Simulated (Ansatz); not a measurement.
Pt vacancy + H interstitial (fcc Pt host)

Computed with PBE, PAW (plane waves to 420 eV; Ansatz, a quantum-chemistry and plane-wave program). Cell and caveats: 32-site cell; 6×6×6 shifted k-points; start: the Pt site; off centre in the vacancy; no spin–orbit coupling; energies good to tenths of an eV; the relaxation kept the symmetry of the starting site; relaxed from one start, so a lower configuration may exist.

Neighbours after relaxation, in Å: of the emptied site: H 1.52; of the H atom: Pt 1.99, Pt 1.99, Pt 1.99, Pt 1.99, Pt 2.50.

Formation energies E_f are those of the neutral cell. Chemical conditions: host crystal and elements as references (Δμ(Pt) = 0.00 eV, Δμ(H) = 0.00 eV; H taken from its element, since no compound that bounds it was computed at this level; only phases computed here count, gases as isolated molecules at 0 K). Reference phases: H: H2 molecule in a box, Pt: fcc Pt.

The name describes the start; the neighbours show where the atoms ended.

| charge | moment (μB) | point group | largest move off a lattice site (Å) | E_f, host crystal and elements as references (eV) |
|---|---|---|---|---|
| 0 | not spin-polarised | C4v | 0.08 | 0.94 |

Point groups are those of the whole cell at tolerances of 0.03 and 0.1 Å ("near" where only the looser one holds); none is given for unsettled states.
